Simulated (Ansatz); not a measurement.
Band structure of In3Ge (P6_3/mmc, 8 atoms in the cell).

```
In3Ge
1.0
    6.56542     0.00000     0.00000
   -3.28271     5.68582     0.00000
    0.00000     0.00000     5.21578
In Ge
6 2
Direct
  0.34274   0.17137   0.75000
  0.65726   0.82863   0.25000
  0.17137   0.34274   0.25000
  0.82863   0.65726   0.75000
  0.82863   0.17137   0.75000
  0.17137   0.82863   0.25000
  0.66667   0.33333   0.25000
  0.33333   0.66667   0.75000
```

Method: PBEsol, PAW files made with PBE (plane waves; Ansatz, a program for electronic structure).

Settings: basis.ecutwfc = 420 eV; kpoints.mp_grid.grid = 3 3 4; hamiltonian.xc = pbesol; hamiltonian.pseudopotentials = {kind: paw} (the program's default PAW files); scf.occupations.method = gaussian; scf.occupations.width = 0.2 eV; kpoints.band_path.npoints = 8.

The starting cell comes from a database of computed structures (which also holds hypothetical and non-ambient phases and stackings), without a prior relaxation at this level. Its lattice was rescaled by a random factor within 2.5 % of one.

Levels in eV from the Fermi level, bands 51 to 58:
```
point     51     52     53     54     55    56    57    58
-----  -----  -----  -----  -----  -----  ----  ----  ----
Γ      -0.63  -0.15  -0.15   0.25   0.41  0.41  0.95  0.95
M      -0.98  -0.92  -0.76  -0.66  -0.32  0.36  0.71  1.11
K      -2.34  -1.57   0.26   0.70   0.70  1.50  1.50  2.03
A      -3.29  -3.29  -3.11  -3.11   2.82  2.82  4.19  4.19
L      -0.46  -0.46   0.25   0.25   1.03  1.03  2.08  2.08
H      -0.99  -0.99   1.82   1.82   1.93  1.93  2.04  2.04
```

Bands cross the Fermi level along this path, so the cell is metallic at this level.

Keys are those of Ansatz 0.2.
